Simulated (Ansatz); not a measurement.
MgSc (Pm-3m): resistivity and electron-phonon coupling

Given:

```yaml
crystal:
  lattice:
    - [3.56197, 0.00000, 0.00000]
    - [0.00000, 3.56197, 0.00000]
    - [0.00000, 0.00000, 3.56197]
  atoms:
    - { symbol: Mg, position: [0.00000, 0.00000, 0.00000] }
    - { symbol: Sc, position: [0.50000, 0.50000, 0.50000] }
```

Level of theory: PBEsol, DFPT electron-phonon coupling, linearised Boltzmann equation (plane waves, PAW, scalar-relativistic; Ansatz, an electronic-structure program). How the cell was made: relaxed with this functional, without spin-orbit coupling.

The resistivity at 300 K is 27 μΩ·cm, the resistivity at 77 K comes out as 3.9 μΩ·cm and the electron mean free path at 300 K (weighted by the current that each state carries) is 4.2 nm. The electron-phonon coupling λ is 0.34, the transport coupling λ_tr is 0.44 and the logarithmic mean phonon energy is 15.9 meV.

A metal at this level (no band gap). Only scattering by harmonic phonons is included (no impurities, grain boundaries, electron-electron scattering or thermal expansion). Spin-orbit coupling is left out. Halving the electron mesh (24x24x24) moves the resistivity by up to 12 % at 300 K, the mean free path by up to 4 %, the coupling by up to 4 %. Smearing 0.20 eV; phonons on a 4x4x4 q mesh, which this run doesn't test and which matters most at low temperature.

Computed structure, not matched to a measured one here, so possibly hypothetical: MgSc (Pm-3m).
